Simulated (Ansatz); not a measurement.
Take Ru in the hcp (Mg type) structure (space group P6_3/mmc, No. 194; a = 2.7219 Å, c = 4.2940 Å; relaxed with 0.1 eV smearing) as the base. Axes: x lies along a and z along c of the hexagonal cell.

Method: PBE, PAW, 420 eV (Ansatz, a quantum-chemistry and plane-wave program; scalar-relativistic without spin-orbit coupling).

Before the change:

The shortest interatomic distance is 5.028 bohr. The band gap comes out as zero.

Perturbation: uniaxial strain ε_zz = −1.00 %, all other strain components held at zero, atoms relaxed at fixed cell.

Q: How does this affect the energy relative to the base, shortest interatomic distance, stress and band gap?

A: The energy goes up by 2.8 meV/atom; the shortest interatomic distance decreases by 0.033 bohr (5.028 bohr → 4.995 bohr); the stress (xx, yy, zz, yz, xz, xy; compression positive) comes out as (1.8, 1.8, 6.6, 0.0, 0.0, 0.0) GPa; the band gap is still zero.

No phonon test of stability was made. The final runs are not spin-polarised.
